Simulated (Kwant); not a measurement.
Device: quantum point contact (saddle potential) in a Si two-dimensional gas. Effective mass 0.19 mₑ, grid spacing 12 nm, hard walls, nominal width 300 nm (25 grid rows, so walls 312 nm apart), one parabolic valley, scattering region 900 nm long along x; energies count from the band bottom; Fermi energy swept from 1.0995e-05 to 0.001313 eV. Potential (V0 + ½k y²) cos²(πx/L) for |x| < L/2, with V0 = 0.00051 eV, k = 2.5e-07 eV/nm², L = 260 nm. Perpendicular field 0.053 T, also in the leads; orbital effect alone.

Constants are typed, rounded textbook-type inputs, not results; the design itself was drawn at random and stands for no fabricated device.

Kwant, effective-mass tight-binding model on a square grid, one spin, coherent transport at 0 K. Conductance is in e²/h.

Sweep values stay those of the base run.

Base results: mean G (e²/h) over the sweep 0.80; G (e²/h) at E = 1.313 meV 2.63; G (e²/h) at E = 0.6526 meV 0.43; G (e²/h) at E = 0.3318 meV 0.00018.

Question: What follows from this one change: length of the gated region 260 → 130 nm?

Answer: mean G over the sweep 0.80 → 0.84 e²/h; G at E = 1.313 meV little changed (2.64 e²/h); G at E = 0.6526 meV 0.43 → 0.50 e²/h; G at E = 0.3318 meV 0.00018 → 0.021 e²/h.

Question: What follows from this one change: effective mass 0.19 → 0.15 mₑ?

Answer: mean G over the sweep 0.80 → 0.71 e²/h; G at E = 1.313 meV 2.63 → 2.22 e²/h; G at E = 0.6526 meV 0.43 → 0.35 e²/h; G at E = 0.3318 meV 0.00018 → 0.00033 e²/h.

Question: What follows from this one change: curvature of the confinement 2.5e-07 → 1.7e-07 eV/nm²?

Answer: mean G over the sweep 0.80 → 0.98 e²/h; G at E = 1.313 meV 2.63 → 3.11 e²/h; G at E = 0.6526 meV 0.43 → 0.60 e²/h; G at E = 0.3318 meV 0.00018 → 0.00035 e²/h.
